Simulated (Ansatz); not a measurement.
**Hypothetical diamond Ir, pressure series**

The parent structure is Ir in the diamond structure (space group Fd-3m, No. 227; a = 5.5674 Å; a hypothetical phase, not in the database extracts checked).

Cell and atoms are relaxed at each pressure.

Levels (all Ansatz, a quantum-chemistry and plane-wave program, PAW): PBE (420 eV, scalar-relativistic without spin-orbit coupling); PBEsol (420 eV, no SOC).

The base cell above is that of PBE; each level relaxes its own structures.

```tsv
case	lattice parameter a, PBE	lattice parameter a, PBEsol
pressure −2 GPa	5.588 Å	5.525 Å
pressure −1 GPa	5.578 Å	5.515 Å
pressure 0.3 GPa	5.564 Å	5.504 Å
pressure 0.7 GPa	5.560 Å	5.500 Å
pressure 1.5 GPa	5.553 Å	5.493 Å
pressure 3 GPa	5.538 Å	5.481 Å
pressure 5 GPa	5.520 Å	5.464 Å
pressure 7.5 GPa	5.499 Å	5.445 Å
pressure 10 GPa	5.479 Å	5.427 Å
```

PBE lies above PBEsol in every row, by 0.052 Å to 0.064 Å. They put the cases in the same order.

Load acts through the strain it causes; cell and atoms are relaxed under it. Stability against distortions was not tested. Competing high-pressure phases were not computed. The final runs are not spin-polarised.
